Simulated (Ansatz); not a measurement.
This concerns the formation energy of CdSe (wurtzite, P6₃mc) from the elements. Reaction: Se (P3₁21) + Cd (hcp) → CdSe (wurtzite). Negative: the products are lower in energy. The value is per atom of the solid.

CdSe (wurtzite, P6₃mc), 4 atoms in the cell, k-point mesh 12×12×6 on the run's own vectors.
```
CELL_PARAMETERS angstrom
      4.32188     0.00000     0.00000
     -2.16094     3.74286     0.00000
      0.00000     0.00000     7.06334
ATOMIC_POSITIONS crystal
  Cd 0.66667 0.33333 0.50026
  Cd 0.33333 0.66667 0.00026
  Se 0.66667 0.33333 0.87560
  Se 0.33333 0.66667 0.37560
```

Se (P3₁21), 3 atoms in the cell, k-point mesh 12×12×8 on the run's own vectors. Conventional cell: a = b = 4.0658 Å, c = 5.1310 Å, α = β = 90.00°, γ = 120.00°.

Cd (hcp, P6₃/mmc), 2 atoms in the cell, k-point mesh 24×24×10 on the run's own vectors. Conventional cell: a = 2.9836 Å, b = 2.9836 Å, c = 5.5369 Å, α = 90.00°, β = 90.00°, γ = 120.00°.

All numbers come from Ansatz (a first-principles code), plane waves with PAW, its default PAW set, cutoff 420 eV, 500 eV for r2SCAN. The structures are at rest with PBE+D3(BJ); other levels are single points on them, but for the rows marked own geometry. HSE06 runs on coarser k-point meshes, mended by the PBE difference between the two meshes. Some cells are metallic or hold partly filled levels, where a hybrid on a coarse mesh is less sure. Neutral cells; Fermi-Dirac smearing of at most 0.10 eV in the solids, energies taken to zero width. The lattices are those relaxed with PBE+D3(BJ), so at other levels the solids can be strained, which adds to the spread. A dispersion term (D3(BJ), or D4 for r2SCAN) was computed beside these levels and is taken off wherever the name lacks it. Static lattices, no vibrational contributions.

What is the computed value (PBE+D3(BJ))?

-0.56 eV/atom, for Se (P3₁21) + Cd (hcp) → CdSe (wurtzite).

How does the value move with the functional?


| Level | value (eV/atom) | less PBE+D3(BJ) |
|---|---|---|
| PBE | -0.65 | -0.09 |
| r2SCAN+D4 | -0.76 | -0.20 |
| HSE06+D3(BJ) | -0.70 | -0.14 |
| r2SCAN+D4 (own geometry) | -0.75 | -0.19 |

The levels span 0.20 eV/atom, from r2SCAN+D4 (-0.76) to PBE+D3(BJ) (-0.56).
